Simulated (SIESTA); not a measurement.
## Worked example: self-consistent single point of Mg6SiB (Amm2, 8 atoms in the cell) in SIESTA

Method of the run: LDA PW92, numerical atomic orbitals TZP, PseudoDojo LDA standard norm-conserving potentials (rewritten from UPF to PSML) run with SIESTA.

Input:

```
# files in the folder: Mg.psml Si.psml B.psml (PseudoDojo LDA standard)
SystemName  Mg6SiB
SystemLabel mg6sib

NumberOfAtoms                8
NumberOfSpecies              3
%block ChemicalSpeciesLabel
  1 12 Mg
  2 14 Si
  3 5 B
%endblock ChemicalSpeciesLabel
LatticeConstant              1.0 Bohr
%block LatticeVectors
     7.530290266    0.000000000    0.000000000
     0.000000000    7.717010324    8.216491395
     0.000000000   -7.717010324    8.216491395
%endblock LatticeVectors
AtomicCoordinatesFormat      Bohr
%block AtomicCoordinatesAndAtomicSpecies
     0.000000000    3.831032605    5.947753791  1
     0.000000000   -3.831032605    5.947753791  1
     3.765145133    5.012661226   10.149996151  1
     3.765145133   -5.012661226   10.149996151  1
     3.765145133    0.000000000   13.257637526  1
     3.765145133    0.000000000    6.679678845  1
     0.000000000   -0.000000000   10.068981545  2
     0.000000000    0.000000000    3.530462023  3
%endblock AtomicCoordinatesAndAtomicSpecies

XC.functional                LDA
XC.authors                   PW92
PAO.BasisSize                TZP
PAO.EnergyShift              0.005 Ry
MeshCutoff                   400 Ry
%block kgrid.MonkhorstPack
    5   0   0  0.0
    0   4   0  0.0
    0   0   4  0.0
%endblock kgrid.MonkhorstPack
OccupationFunction           FD
ElectronicTemperature        0.136 eV

MaxSCFIterations             150
SCF.Mixer.Method             Pulay
SCF.Mixer.Weight             0.2
SCF.Mixer.History            6
SCF.DM.Tolerance             1.0E-04
Diag.ParallelOverK           true
WriteForces                  true
```

The program printed (abridged):

```
reinit: Reading from file input.fdf

reinit: System Name: Mg6SiB
reinit: System Label: mg6sib

coor:   Atomic-coordinates input format  =     Cartesian coordinates
coor:                                            (in Bohr units)

siesta: Atomic coordinates (Bohr) and species
siesta:      0.00000   3.83103   5.94775  1        1
siesta:      0.00000  -3.83103   5.94775  1        2
siesta:      3.76515   5.01266  10.15000  1        3
siesta:      3.76515  -5.01266  10.15000  1        4
siesta:      3.76515   0.00000  13.25764  1        5
siesta:      3.76515   0.00000   6.67968  1        6
siesta:      0.00000  -0.00000  10.06898  2        7
siesta:      0.00000   0.00000   3.53046  3        8

siesta: System type = bulk

initatomlists: Number of atoms, orbitals, and projectors:      8    94    74

siesta: ******************** Simulation parameters ****************************
redata: Spin configuration                          = none
redata: Time-Reversal Symmetry                      = T
redata: Number of Atomic Species                    =        3
redata: Mesh Cutoff                                 =   400.0000 Ry
redata: Net charge of the system                    =     0.0000 |e|
redata: Min. number of SCF Iter                     =        0
redata: Max. number of SCF Iter                     =      150
redata: SCF convergence failure will abort job
redata: SCF mix quantity                            = Hamiltonian
redata: Mix DM or H after convergence               =   F
redata: Recompute H after scf cycle                 =   F
redata: Mix DM in first SCF step                    =   T
redata: No kicks to SCF
redata: DM Mixing Weight for Kicks                  =     0.5000
redata: Require Harris convergence for SCF          =   F
redata: Harris energy tolerance for SCF             =     0.000100 eV
redata: Require DM convergence for SCF              =   T
   [... lines left out ...]
diag: Parallel distribution                         =     1 x     1
diag: Used triangular part                          = Lower
diag: Absolute tolerance                            =  0.100E-15
diag: Orthogonalization factor                      =  0.100E-05
diag: Memory factor                                 =  1.0000

superc: Internal auxiliary supercell:     5 x     5 x     5  =     125
superc: Number of atoms, orbitals, and projectors:   1000  11750   9250

                        Single-point calculation

superc: Internal auxiliary supercell:     5 x     5 x     5  =     125
superc: Number of atoms, orbitals, and projectors:   1000  11750   9250

outcell: Unit cell vectors (Ang):
        3.984858    0.000000    0.000000
        0.000000    4.083666    4.347980
        0.000000   -4.083666    4.347980

outcell: Cell vector modules (Ang)   :    3.984858    5.965003    5.965003
outcell: Cell angles (23,13,12) (deg):     86.4090     90.0000     90.0000
outcell: Cell volume (Ang**3)        :    141.5079
new_DM -- step:     1
Initializing Density Matrix...

Attempting to read DM from file... Failed...
DM filled with atomic data:

InitMesh: MESH = 48 x 72 x 72 = 248832
InitMesh: Mesh cutoff (required, used) =   400.000   401.013 Ry

stepf: Fermi-Dirac step function
        iscf     Eharris(eV)        E_KS(eV)     FreeEng(eV)     dDmax    Ef(eV) dHmax(eV)
   scf:    1    -9811.686014    -9861.137749    -9861.280517  2.057821 -4.540144 10.780631
   scf:    2    -9870.459199    -9867.909570    -9868.093688  0.406753 -4.199695  3.050147
   scf:    3    -9868.646702    -9868.343624    -9868.530208  0.114288 -4.132194  2.212508
   scf:    4    -9868.485551    -9868.439256    -9868.627362  0.097160 -4.092742  1.126302
   scf:    5    -9868.465928    -9868.455179    -9868.644535  0.053494 -4.110861  0.303167
   scf:    6    -9868.455105    -9868.456654    -9868.646585  0.016889 -4.123237  0.105830
   [... 2 lines left out ...]
   scf:    9    -9868.457706    -9868.457720    -9868.647548  0.003817 -4.125835  0.001210
   scf:   10    -9868.457736    -9868.457728    -9868.647548  0.000505 -4.126114  0.000633
   scf:   11    -9868.457727    -9868.457728    -9868.647549  0.000105 -4.126161  0.000440
   scf:   12    -9868.457725    -9868.457726    -9868.647549  0.000123 -4.126225  0.000216
   scf:   13    -9868.457725    -9868.457726    -9868.647549  0.000012 -4.126234  0.000123
SCF Convergence by DM+H criterion
max |DM_out - DM_in|         :     0.0000117051
max |H_out - H_in|      (eV) :     0.0001225887
SCF cycle converged after 13 iterations

Using DM_out to compute the final energy and forces

siesta: E_KS(eV) =            -9868.4577

siesta: E_KS - E_eggbox =     -9868.4577

siesta: Atomic forces (eV/Ang):
     1   -0.000000    0.190492    0.150018
     2   -0.000000   -0.190492    0.150018
     3    0.000000   -0.273366   -0.101101
     4    0.000000    0.273366   -0.101101
     5    0.000000    0.000000    0.115274
     6    0.000000   -0.000000    0.096662
     7   -0.000000   -0.000000   -0.056010
     8   -0.000000    0.000000   -0.254432
   Tot    0.000000   -0.000000   -0.000673
   Max    0.273366
   Res    0.125498    sqrt( Sum f_i^2 / 3N )
   Max    0.273366    constrained

Stress tensor Voigt[x,y,z,yz,xz,xy] (kbar):      -35.50      -29.04      -29.50        0.00       -0.00       -0.00
(Free)E + p*V (eV/cell)    -9865.8791
Target enthalpy (eV/cell)    -9868.6475

siesta: Program's energy decomposition (eV):
siesta: Ebs     =     -2826.156732
siesta: Eions   =     12190.830404
siesta: Ena     =       940.765581
siesta: Ekin    =      5582.711567
siesta: Enl     =     -2924.257973
siesta: Eso     =         0.000000
siesta: Edftu   =         0.000000
siesta: DEna    =        48.213970
siesta: DUscf   =         2.274363
siesta: DUext   =         0.000000
siesta: Ex      =     -1208.106984
siesta: Ec      =      -119.227846
siesta: Exc     =     -1327.334829
siesta: Eharris =     -9868.457725
siesta: Etot    =     -9868.457726
siesta: FreeEng =     -9868.647549

siesta: Atomic forces (eV/Ang):
siesta:      1   -0.000000    0.190492    0.150018
siesta:      2   -0.000000   -0.190492    0.150018
siesta:      3    0.000000   -0.273366   -0.101101
siesta:      4    0.000000    0.273366   -0.101101
siesta:      5    0.000000    0.000000    0.115274
siesta:      6    0.000000   -0.000000    0.096662
siesta:      7   -0.000000   -0.000000   -0.056010
siesta:      8   -0.000000    0.000000   -0.254432
siesta: ----------------------------------------
siesta:    Tot    0.000000   -0.000000   -0.000673

siesta: Stress tensor (static) (eV/Ang**3):
siesta:    -0.022157   -0.000000   -0.000000
siesta:    -0.000000   -0.018125    0.000000
siesta:    -0.000000    0.000000   -0.018410

siesta: Cell volume =        141.507871 Ang**3

siesta: Pressure (static):
siesta:                Solid            Molecule  Units
siesta:           0.00021308          0.00022437  Ry/Bohr**3
siesta:           0.01956382          0.02060042  eV/Ang**3
siesta:          31.34468799         33.00551706  kBar
```

The run converged in 13 iterations.

The starting cell comes from a database of computed structures (which also holds hypothetical and non-ambient phases and stackings), without a prior relaxation at this level. Its lattice was rescaled by a random factor within 2.5 % of one. Values carry the incompleteness of an atom-centred basis. With a pressure of about 3 GPa the cell is away from its equilibrium volume at this level.

Cost on one core of a shared machine: roughly 50 s.
